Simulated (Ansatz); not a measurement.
# LiTaO3: Li on a Ta site (antisite)

Consider a 10-atom supercell of LiTaO₃ (space group R3c, No. 161; a = 5.1910 Å, c = 13.9143 Å (hexagonal axes)) at its relaxed geometry.

The change: one Ta atom is replaced by Li, atoms relaxed at fixed cell, starting from a slightly rattled geometry.

Level of theory: Ansatz (a first-principles code) PBE, scalar-relativistic without spin-orbit coupling, earlier PAW set. k-mesh 6×6×6 (Γ-centred); smearing 0.01 eV (Fermi–Dirac).

```yaml
pressure: 4.6 GPa (base 0.0 GPa)
largest_displacement_of_a_host_atom_from_its_site_in_the_perfect_cell: 0.82 Å
shift_of_the_substituted_atom_off_its_lattice_site: 0.43 Å
```

Final structure:

```
Li3TaO6
1.0
    5.19098     0.00000     0.00000
   -2.59549     4.49552     0.00000
    0.00000    -2.99701     4.63811
Li Ta O
3 1 6
Cartesian
  2.64495   1.58960   0.70525
  0.15476  -0.12750   2.54380
  2.33132   1.28775   4.47230
  0.11397   3.17498   2.11358
  1.91231  -0.52827   3.69647
  4.26405  -1.64999   3.48041
 -1.50950   1.98621   3.04164
  3.63282   0.00577   1.23121
  0.94427   1.47919   1.75463
 -1.50537   3.18514   1.05931
```

The magnetic state is the one reached from the starting moments; the real material's order can differ, and small cells can't hold many antiferromagnetic ones. In so small a cell the defect repeats every few ångströms: this is an ordered compound, not a dilute defect. The defect cell is spin-polarised and ends with 4.0 μB.
